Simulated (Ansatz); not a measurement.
The step of the vacuum level across the slab (top less bottom) in a series of structures.

Cell A: a layer of C (graphite, P6₃/mmc), 53 atoms, hexagonal cell of 12.32 Å (131.6 Å²), symmetry Cmm2 within 0.02 Å, 3.3 Å thick under 16 Å of vacuum, in-plane vectors held at the crystal's; planes from bottom to top: C50 | H2 | O; added, foreign or displaced atoms, above the top plane: H2O with no bond to the solid, its nearest contact O···C 3.63 Å; spin state with PBE: run without spin, k-point mesh 2×2×1.
```
CELL_PARAMETERS angstrom
     12.32481     0.00000     0.00000
     -6.16240    10.67360     0.00000
      0.00000     0.00000    18.91866
ATOMIC_POSITIONS crystal
  C  0.06671 0.13343 0.42105
  C  0.13337 0.06671 0.42110
  C  0.06667 0.33336 0.42176
  C  0.13336 0.26672 0.42147
  C  0.06666 0.53333 0.42212
  C  0.13334 0.46667 0.42205
  C  0.06666 0.73329 0.42179
  C  0.13333 0.66665 0.42207
  C  0.06666 0.93329 0.42110
  C  0.13336 0.86662 0.42154
  C  0.26674 0.13338 0.42154
  C  0.33336 0.06668 0.42180
  C  0.26668 0.33336 0.42176
  C  0.33336 0.26671 0.42179
  C  0.26666 0.53333 0.42213
  C  0.33333 0.46667 0.42205
  C  0.26666 0.73332 0.42215
  C  0.33333 0.66665 0.42221
  C  0.26669 0.93332 0.42180
  C  0.33334 0.86665 0.42207
  C  0.46669 0.13335 0.42207
  C  0.53333 0.06667 0.42213
  C  0.46669 0.33335 0.42207
  C  0.53334 0.26668 0.42215
  C  0.46666 0.53333 0.42212
  C  0.53334 0.46667 0.42212
  C  0.46666 0.73332 0.42215
  C  0.53331 0.66665 0.42207
  C  0.46667 0.93333 0.42213
  C  0.53331 0.86665 0.42207
  C  0.66666 0.13335 0.42207
  C  0.73331 0.06668 0.42180
  C  0.66667 0.33335 0.42221
  C  0.73334 0.26668 0.42215
  C  0.66667 0.53333 0.42205
  C  0.73334 0.46667 0.42213
  C  0.66664 0.73329 0.42179
  C  0.73332 0.66664 0.42176
  C  0.66664 0.93332 0.42180
  C  0.73326 0.86662 0.42154
  C  0.86664 0.13338 0.42154
  C  0.93334 0.06671 0.42110
  C  0.86667 0.33335 0.42207
  C  0.93334 0.26671 0.42179
  C  0.86666 0.53333 0.42205
  C  0.93334 0.46667 0.42212
  C  0.86664 0.73328 0.42147
  C  0.93333 0.66664 0.42176
  C  0.86663 0.93329 0.42110
  C  0.93329 0.86657 0.42105
  O  0.00000 0.00000 0.59755
  H  0.06182 0.00000 0.56580
  H  0.93818 0.00000 0.56580
```

Cell B: a layer of C (graphite, P6₃/mmc), 53 atoms, hexagonal cell of 12.32 Å (131.6 Å²), symmetry Cm within 0.02 Å, 3.3 Å thick under 16 Å of vacuum, in-plane vectors held at the crystal's; planes from bottom to top: C50 | H | HO; added, foreign or displaced atoms, above the top plane: H2O with no bond to the solid, its nearest contact H···C 2.66 Å; spin state with PBE: run without spin, k-point mesh 2×2×1.
```xyz
53
Lattice="12.3248 0.0000 0.0000 -6.1624 10.6736 0.0000 0.0000 0.0000 19.0656" Properties=species:S:1:pos:R:3 pbc="T T T"
C      0.0215     1.4242     7.9759
C      1.2539     0.7120     7.9774
C     -1.2113     3.5580     7.9824
C      0.0212     2.8469     7.9800
C     -2.4438     5.6925     7.9852
C     -1.2113     4.9810     7.9846
C     -3.6762     7.8269     7.9835
C     -2.4437     7.1155     7.9852
C     -4.9085     9.9616     7.9774
C     -3.6758     9.2500     7.9821
C      2.4866     1.4236     7.9821
C      3.7189     0.7116     7.9842
C      1.2537     3.5581     7.9826
C      2.4862     2.8467     7.9835
C      0.0212     5.6925     7.9851
C      1.2537     4.9811     7.9846
C     -1.2112     7.8272     7.9858
C      0.0212     7.1156     7.9859
C     -2.4435     9.9620     7.9842
C     -1.2111     9.2503     7.9857
C      4.9513     1.4233     7.9857
C      6.1836     0.7116     7.9859
C      3.7187     3.5581     7.9852
C      4.9512     2.8464     7.9858
C      2.4861     5.6926     7.9851
C      3.7186     4.9811     7.9852
C      1.2536     7.8272     7.9854
C      2.4860     7.1156     7.9848
C      0.0212     9.9620     7.9859
C      1.2535     9.2503     7.9852
C      7.4159     1.4233     7.9852
C      8.6483     0.7117     7.9831
C      6.1836     3.5580     7.9859
C      7.4161     2.8464     7.9854
C      4.9511     5.6926     7.9846
C      6.1836     4.9811     7.9851
C      3.7185     7.8269     7.9828
C      4.9511     7.1156     7.9824
C      2.4859     9.9619     7.9831
C      3.7178     9.2498     7.9811
C      9.8802     1.4238     7.9811
C     11.1133     0.7123     7.9767
C      8.6484     3.5580     7.9848
C      9.8809     2.8467     7.9828
C      7.4161     5.6925     7.9846
C      8.6485     4.9810     7.9851
C      6.1836     7.8267     7.9800
C      7.4161     7.1155     7.9826
C      4.9509     9.9613     7.9767
C      6.1839     9.2494     7.9759
O      5.9844    10.6736    11.3082
H      5.4682    10.6736    10.4856
H     -5.4211    10.6736    10.9986
```

Cell C: a layer of C (graphite, P6₃/mmc), 53 atoms, hexagonal cell of 12.32 Å (131.6 Å²), symmetry Cmm2 within 0.02 Å, 3.7 Å thick under 15 Å of vacuum, in-plane vectors held at the crystal's; planes from bottom to top: C50 | O | H2; added, foreign or displaced atoms, above the top plane: H2O with no bond to the solid, its nearest contact O···C 3.45 Å; spin state with PBE: run without spin, k-point mesh 2×2×1.
```
CELL_PARAMETERS angstrom
     12.32481     0.00000     0.00000
     -6.16240    10.67360     0.00000
      0.00000     0.00000    19.14905
ATOMIC_POSITIONS crystal
  C  0.06664 0.13328 0.41551
  C  0.13326 0.06664 0.41553
  C  0.06667 0.33330 0.41611
  C  0.13328 0.26657 0.41585
  C  0.06667 0.53333 0.41641
  C  0.13332 0.46664 0.41634
  C  0.06665 0.73336 0.41613
  C  0.13332 0.66668 0.41636
  C  0.06662 0.93336 0.41553
  C  0.13328 0.86671 0.41590
  C  0.26657 0.13329 0.41590
  C  0.33330 0.06667 0.41615
  C  0.26663 0.33330 0.41611
  C  0.33330 0.26664 0.41613
  C  0.26666 0.53332 0.41641
  C  0.33332 0.46664 0.41634
  C  0.26666 0.73333 0.41643
  C  0.33333 0.66666 0.41647
  C  0.26663 0.93333 0.41615
  C  0.33332 0.86667 0.41638
  C  0.46665 0.13333 0.41638
  C  0.53333 0.06667 0.41644
  C  0.46664 0.33332 0.41636
  C  0.53333 0.26667 0.41643
  C  0.46666 0.53333 0.41641
  C  0.53334 0.46667 0.41641
  C  0.46667 0.73333 0.41643
  C  0.53336 0.66668 0.41636
  C  0.46667 0.93333 0.41644
  C  0.53335 0.86667 0.41638
  C  0.66668 0.13333 0.41638
  C  0.73337 0.06667 0.41615
  C  0.66667 0.33334 0.41647
  C  0.73334 0.26667 0.41643
  C  0.66668 0.53336 0.41634
  C  0.73334 0.46668 0.41641
  C  0.66670 0.73336 0.41613
  C  0.73337 0.66670 0.41611
  C  0.66670 0.93333 0.41615
  C  0.73343 0.86671 0.41590
  C  0.86672 0.13329 0.41590
  C  0.93338 0.06664 0.41553
  C  0.86668 0.33332 0.41636
  C  0.93335 0.26664 0.41613
  C  0.86668 0.53336 0.41634
  C  0.93333 0.46667 0.41641
  C  0.86672 0.73343 0.41585
  C  0.93333 0.66670 0.41611
  C  0.86674 0.93336 0.41553
  C  0.93336 0.86672 0.41551
  O  0.00000 0.00000 0.57943
  H  0.06203 0.00000 0.61056
  H  0.93797 0.00000 0.61056
```

Plane-wave PAW calculations with Ansatz (a first-principles code), its PAW set soft_1, cutoff 420 eV, 500 eV for r2SCAN. The structures are at rest with PBE+D3(BJ), within the held lattices; other levels are single points on them. Neutral cells; Fermi-Dirac smearing of at most 0.05 eV in the solids, energies taken to zero width. The lattices are those relaxed with PBE+D3(BJ), so at other levels the solids can be strained, which adds to the spread. Larger cells are relaxed from a start prepared with the learned potential CHGNet till forces fall under 0.03 eV/Å, which some starts already meet. The structures are the rest points that the relaxations reached, not proven lowest. No correction for cell size. A dispersion term ran beside these levels; it doesn't touch the electrons. The step measures the slab's dipole per area along the normal.

Task: Give the step of the vacuum level across the slab (top less bottom) (eV) at the level r2SCAN, cell by cell.

Result: 
```csv
system,r2SCAN
A,0.54
B,0.51
C,-0.53
```

With r2SCAN the value is lowest for C and highest for A.

Task: And at the other levels?

Result: 
| cell | PBE | HSE06 |
|---|---|---|
| A | 0.54 | 0.55 |
| B | 0.51 | 0.52 |
| C | -0.52 | -0.53 |

With PBE the value is lowest for C and highest for A. With HSE06 the value is lowest for C and highest for A.
